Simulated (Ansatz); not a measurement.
The structure below was relaxed with PBEsol in Ansatz (plane waves to 420 eV, PAW, spin-orbit coupling left out).

```
CELL_PARAMETERS angstrom
      6.67494     0.00000     0.00000
      0.00000     6.67494     0.00000
      0.00000     0.00000     3.41462
ATOMIC_POSITIONS crystal
  W  0.00000 0.00000 0.00000
  W  0.50000 0.50000 0.50000
  Sb 0.28361 0.28361 0.00000
  Sb 0.78361 0.21639 0.50000
  Sb 0.21639 0.78361 0.50000
  Sb 0.71639 0.71639 0.00000
```

Find the space group and the Wyckoff positions.

Space group P4₂/mnm (No. 136); a = 6.675 Å, b = 6.675 Å, c = 3.415 Å, α = 90.00°, β = 90.00°, γ = 90.00°

| atom | site | symmetry | x | y | z |
|---|---|---|---|---|---|
| W | 2a | m.mm | 0.0000 | 0.0000 | 0.0000 |
| Sb | 4f | m.2m | 0.2836 | 0.2836 | 0.0000 |

Describe the coordination.

The crystal has 6 atoms in its conventional cell. Cell: a = b = 6.6749 Å, c = 3.4146 Å, α = β = γ = 90.00°. W has 6 Sb at 2.662–2.677 Å (octahedral). Sb has 3 W at 2.662–2.677 Å. (Neighbours: up to the widest gap in distance over summed covalent radii, below 1.35, at either atom; cation-cation and far metal-metal contacts left out.)

With Sb and W present, leaving out spin-orbit coupling can change the band edges. Whether these cells are dynamically stable was not tested. The final runs are not spin-polarised. The cell was made from WTe2 by this change: Te → Sb; the result is a hypothetical phase, not in the database extracts checked.

Ansatz is an electronic-structure program.
